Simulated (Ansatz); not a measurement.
The starting structures come from a database of crystals and need not be the phases stable at ambient conditions.

Inside the gap of an insulator the Bloch states are evanescent, with a wavenumber k + iκ along the transport direction.

```
CELL_PARAMETERS angstrom
      4.14674     0.00000     0.00000
      0.00000     5.85217     0.00000
      0.00000     2.92609     2.92609
ATOMIC_POSITIONS crystal
  Sr 0.48518 0.50000 0.00000
  Hf 0.00718 0.00000 0.00000
  O  0.02478 0.50000 0.50000
  O  0.02478 0.00000 0.50000
  O  0.51407 0.00000 0.00000
```

Space group of this cell: P4mm. The cell is taken as given; by PBEsol its mean pressure is -4.0 GPa.

Transport runs along the normal of the first two printed cell vectors, the (110) plane of the conventional cell.

The gap is the functional's own, uncorrected, and κ follows it; spin-orbit coupling is left out. Mid-gap values are interpolated between the computed energies.

Problem. Give the band gap and the smallest decay constant κ at mid-gap that PBEsol in Ansatz (a first-principles code) yields.

Solution. Gap 3.68 eV on a 8×10×10 mesh; κ = 0.284 1/Å, at the zone centre.
